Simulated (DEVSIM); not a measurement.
Device: TaN/SiO2/n-Si capacitor, at 300 K.

| layer (left to right) | material | thickness (nm) | Nd (cm⁻³) |
|---|---|---|---|
| 1 | SiO2 | 44.0 | - |
| 2 | Si | 760 | 1.1e17 |

Metal gate on the left, work function 4.4 eV. Fixed charge at the semiconductor interface 7.3e11 cm⁻² (in units of +e); no interface traps.

The device is made up for the run: typed textbook-type constants, with dimensions and the other settings drawn at random. Values at 300 K.

```tsv
parameter	SiO2	Si
gap (eV)	9	1.124
affinity (eV)	0.9	4.05
permittivity	3.9	11.7
Nc (cm⁻³)	-	2.86e19
Nv (cm⁻³)	-	3.1e19
```

DEVSIM, 1D Poisson equation in equilibrium, Boltzmann statistics, complete ionisation; no quantum confinement or tunnelling. Metal contacts follow the ideal Schottky-Mott rule: no Fermi-level pinning, no interface dipoles.

**Question.** Tabulate band edges, carrier densities and field at -4.5 V on the gate.

**Answer.** Energies count from the Fermi level of the right contact; mesh points crowd at the junctions.

| x (μm) | Ec (eV) | Ev (eV) | n (cm⁻³) | p (cm⁻³) | field (V/cm) |
|---|---|---|---|---|---|
| 0.000 | 8.000 | -1.000 | < 1e2 | < 1e2 | -870000 |
| 0.001339 | 7.883 | -1.117 | < 1e2 | < 1e2 | -870000 |
| 0.004140 | 7.639 | -1.361 | < 1e2 | < 1e2 | -870000 |
| 0.009998 | 7.127 | -1.873 | < 1e2 | < 1e2 | -870000 |
| 0.02667 | 5.672 | -3.328 | < 1e2 | < 1e2 | -870000 |
| 0.03635 | 4.827 | -4.173 | < 1e2 | < 1e2 | -870000 |
| 0.04099 | 4.423 | -4.577 | < 1e2 | < 1e2 | -870000 |
| 0.04366 | 4.189 | -4.811 | < 1e2 | < 1e2 | -870000 |
| 0.04477 | 0.997 | -0.127 | 510 | 2.3e17 | -170000 |
| 0.04704 | 0.959 | -0.165 | 2300 | 5.2e16 | -170000 |
| 0.05198 | 0.879 | -0.245 | 48000 | 2.4e15 | -160000 |
| 0.06804 | 0.652 | -0.472 | 3.2e8 | 3.6e11 | -130000 |
| 0.09767 | 0.347 | -0.777 | 4.3e13 | 2700000 | -78000 |
| 0.1621 | 0.147 | -0.977 | 9.6e16 | 1200 | -2900 |
| 0.3830 | 0.144 | -0.980 | 1.1e17 | 1100 | ≈ 0 |
| 0.6046 | 0.144 | -0.980 | 1.1e17 | 1100 | ≈ 0 |
| 0.7130 | 0.144 | -0.980 | 1.1e17 | 1100 | ≈ 0 |
| 0.7628 | 0.144 | -0.980 | 1.1e17 | 1100 | ≈ 0 |
| 0.7898 | 0.144 | -0.980 | 1.1e17 | 1100 | ≈ 0 |
| 0.7981 | 0.144 | -0.980 | 1.1e17 | 1100 | ≈ 0 |
| 0.8019 | 0.144 | -0.980 | 1.1e17 | 1100 | ≈ 0 |
| 0.8040 | 0.144 | -0.980 | 1.1e17 | 1100 | ≈ 0 |
